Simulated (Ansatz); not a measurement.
# Converging the k-point mesh: a (110) slab of Zr (cut from a parent of space group no. 229; 4 atoms in the cell)

```
Zr
1.0
    3.11734     0.00000     0.00000
   -4.15646     2.93906     0.00000
    0.00000     0.00000    21.63591
Zr
4
Direct
  0.00000   0.25000   0.32354
  0.00000   0.75000   0.44118
  0.00000   0.25000   0.55882
  0.00000   0.75000   0.67646
```

Method of the run: LDA (PW92), default PAW files made with PBE (plane waves; Ansatz, an electronic-structure program).

Base settings: basis.ecutwfc = 420 eV; kpoints.mp_grid.grid = 12 12 1; hamiltonian.xc = lda; hamiltonian.pseudopotentials = {kind: paw} (the program's default PAW files); scf.occupations.method = fermi_dirac; scf.occupations.width = 0.1 eV.

Only quantities that move along the ladder and can be compared are tabulated.

The count of work is k-points × plane waves × bands × iterations; it is no time. Core times come from one kind of shared machine, to one figure; runs under 30 s give none.

The starting cell comes from a database of computed structures (which also holds hypothetical and non-ambient phases and stackings), without a prior relaxation at this level. The slab is cut from that crystal, and its faces are unrelaxed. Its lattice was rescaled by up to half a per cent.

```tsv
kpoints.mp_grid.grid	free energy less the last step's (meV/atom)	largest difference of a force vector from the last step's (eV/Å)	count of work / last	core time / last (rough)
3 3 1	-25.45	0.283	0.0079	–
4 4 1	2.43	0.053	0.012	–
5 5 1	-6.65	0.048	0.016	–
6 6 1	1.65	0.017	0.023	–
7 7 1	7.10	0.029	0.032	–
8 8 1	-0.01	0.013	0.036	–
10 10 1	-0.18	0.008	0.054	–
11 11 1	0.44	0.003	0.062	–
12 12 1	-0.06	0.004	0.085	–
13 13 1	-0.27	0.002	0.085	–
15 15 1	0.18	0.002	0.13	–
18 18 1	0.07	0.001	0.16	–
21 21 1	0.01	0.000	0.21	0.2
25 25 1	0.01	0.000	0.29	0.3
29 29 1	0.00	0.000	0.39	0.4
34 34 1	0.00	0.000	0.61	0.7
40 40 1	0.00	0.000	0.73	0.7
47 47 1	0.00	0.000	1.0	1
```

Coarsest kpoints.mp_grid.grid that holds the free energy within 1 meV/atom of the last step, with all finer ones: 8 8 1, at 0.036 of the last step's count of work; the step before is off by 7.1 meV/atom.

Coarsest kpoints.mp_grid.grid that holds the forces within 0.02 eV/Å of the last step, with all finer ones: 8 8 1, at 0.036 of the last step's count of work; the step before is off by 0.029 eV/Å.

Keys are those of Ansatz 0.2.
